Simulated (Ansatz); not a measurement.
BSiCN (model structure, started from the AlSiCN type, R3m, No. 160, 4 atoms in the cell), treated with LDA (plane waves, PAW; Ansatz, a first-principles code).

Numerical settings: plane-wave cutoff 520 eV, 22×22×22 k mesh, Fermi–Dirac smearing 0.05 eV, scalar-relativistic PAW data made under PBE.

Cell (relaxed at this level):

```
BCNSi
1.0
    1.40629     0.81192     4.60275
   -1.40629     0.81192     4.60275
    0.00000    -1.62385     4.60274
B N Si C
1 1 1 1
Direct
  0.99475   0.99475   0.99475
  0.11855   0.11855   0.11855
  0.50405   0.50405   0.50405
  0.63268   0.63268   0.63268
```

Q: Predict the band gap, smallest direct gap on the k points sampled and direct gap at Γ.

A: 
- band gap: 0.17 eV (indirect)
- smallest direct gap on the k points sampled: 2.30 eV
- direct gap at Γ: 3.31 eV

Note: the relaxation could raise the start's symmetry but not lower it, so the cell can be a saddle point.

The computed numbers hold no vibrational or temperature effects.

A model structure was made by putting elements into a prototype or built by hand; it is no filed structure, need not be a known phase, and can be a saddle point held by its symmetry.
